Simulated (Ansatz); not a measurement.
PbF₂ (Pnma, No. 62)

Calculation: r²SCAN (plane waves, PAW; Ansatz, an electronic-structure program).

Run with plane-wave cutoff 500 eV, 6×10×6 k mesh (along the axes of the cell as run), Fermi–Dirac smearing 0.05 eV, scalar-relativistic PAW data made under PBE.

Cell: relaxed at this level.

```
Property                                           Value
---------------------------  ---------------------------
equilibrium volume per atom                15.97 Å³/atom
band gap                     4.79 eV (on the SCF k mesh)
```

Spin–orbit coupling is not included; with these elements it can move the gap by several tenths of an eV or more.

Static lattice: no zero-point or thermal effects.

Computing time: roughly 10 core-minutes.
